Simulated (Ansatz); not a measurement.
The starting structures come from a database of crystals and need not be the phases stable at ambient conditions.

By PBEsol, the system below comes out a metal.

A figure of merit of an interconnect metal is its ballistic conductance per area.

Given:

```
CELL_PARAMETERS angstrom
      4.13417     0.00000     0.00000
      0.00000     5.68695     0.00000
      2.06709     0.00000     3.58030
ATOMIC_POSITIONS crystal
  Bi 0.33333 0.75000 0.33333
  Bi 0.66667 0.25000 0.66667
  Rh 0.00000 0.50000 0.00000
  Rh 0.00000 0.00000 0.00000
```

Space group of this cell: P6_3/mmc, NiAs type. The cell is taken as given; by PBEsol its mean pressure is -2.6 GPa.

The current flows along the normal of the first two printed cell vectors, the (100) plane of the conventional cell. No spin-orbit coupling; the value is a mean over 0.1 eV about the Fermi level.

Problem. Give the ballistic conductance per area that PBEsol in Ansatz (a quantum-chemistry and plane-wave program) yields.

Solution. 0.88 × 10¹⁵ S/m² for both spins.
